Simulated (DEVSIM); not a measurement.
Device: InP p-i-n diode, at 300 K.

Layer 1 from the left is InP, thickness (μm) 0.840, Na (cm⁻³) 3e17, τn (s) 2.9e-9, τp (s) 2.9e-9. Layer 2 from the left is InP, thickness (μm) 3.50, Nd (cm⁻³) 4e13, τn (s) 2.9e-9, τp (s) 2.9e-9. Layer 3 from the left is InP, thickness (μm) 1.10, Nd (cm⁻³) 2.2e17, τn (s) 2.9e-9, τp (s) 2.9e-9.

Left contact: ohmic. Right contact: ohmic. Voltage is applied to the left contact. Recombination: SRH at mid-gap, radiative, Auger. Mobility is μmin + (μ − μmin)/(1 + (N/Nref)^α).

Constants are typed, rounded textbook-type inputs, not results; the design itself was drawn at random and stands for no fabricated device. Values at 300 K.

InP: gap (eV) 1.344, affinity (eV) 4.38, permittivity 12.5, Nc (cm⁻³) 5.7e17, Nv (cm⁻³) 1.1e19, μn (cm²/Vs) 5200, μp (cm²/Vs) 170, μn,min 400, μp,min 10, Nref,n 3e17, Nref,p 4.9e17, αn 0.47, αp 0.62, B (cm³/s) 1.2e-10, Cn (cm⁶/s) 9e-31, Cp (cm⁶/s) 9e-31.

DEVSIM, 1D drift-diffusion, Boltzmann statistics, complete ionisation; no tunnelling, impact ionisation, image-force lowering or self-heating.

Problem. What does the simulation give for the potential step across the device at zero bias, the dark forward voltage at 1 A/cm², the dark forward voltage at 100 A/cm²?

Solution. potential step across the device at zero bias 1.226 V; dark forward voltage at 1 A/cm² 0.853 V; dark forward voltage at 100 A/cm² 1.063 V.
